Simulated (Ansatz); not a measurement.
Wurtzite BN (high-pressure phase): PBE at its full settings (plane-wave cutoff 520 eV, 18×18×8 k mesh (along the axes of the cell as run), Fermi–Dirac smearing 0.01 eV, scalar-relativistic PAW data made under PBE) and at cheaper ones, in a cell of 4 atoms with Γ-centred meshes.

```csv
level and setting,lattice constant a (Å),c axis length (Å),bulk modulus (GPa)
PBE (Ansatz),2.555,4.224,372
PBE (300 eV cutoff) (Ansatz),2.553,4.218,391
PBE (2×2×2 k mesh) (Ansatz),(withheld),(withheld),(withheld)
PBE (4×4×4 k mesh) (Ansatz),2.557,4.222,371
PBE (6×6×6 k mesh) (Ansatz),2.555,4.224,372
PBE (Fermi-Dirac smearing of 0.3 eV) (Ansatz),2.555,4.225,372
```

### Question
Complete the blanks.

### Answer

- PBE (2×2×2 k mesh) (Ansatz, a quantum-chemistry and plane-wave program), lattice constant a (Å): 2.598
- PBE (2×2×2 k mesh) (Ansatz), c axis length (Å): 4.182
- PBE (2×2×2 k mesh) (Ansatz), bulk modulus (GPa): 357

Largest shifts from the full settings: lattice constant a +1.68 % (PBE (2×2×2 k mesh)), against a difference of +0.20 % of the full result from the reference 2.55 Å (measured, temperature not stated, not corrected to a static lattice; as tabulated in Doll et al. (2008), arXiv:0810.5476); lattice parameter c -0.99 % (PBE (2×2×2 k mesh)), against a difference of +0.57 % of the full result from the reference 4.2 Å (measured, temperature not stated, no zero-point or thermal correction; as tabulated in Doll et al. (2008), arXiv:0810.5476); bulk modulus +5.1 % (PBE (300 eV cutoff)), against a difference of -0.8 % of the full result from the reference 375 ± 9 GPa (measured, room temperature, not corrected to a static lattice; as tabulated in Equation of state of wurtzitic boron nitride to 66 GPa, Appl. Phys. Lett., doi …).

Ansatz's density-functional and Hartree–Fock values are scalar-relativistic unless marked +SOC, with PAW data made under PBE.

Run with cheap settings on purpose, which may leave them unconverged: PBE (2×2×2 k mesh), PBE (300 eV cutoff), PBE (4×4×4 k mesh), PBE (6×6×6 k mesh), PBE (Fermi-Dirac smearing of 0.3 eV).
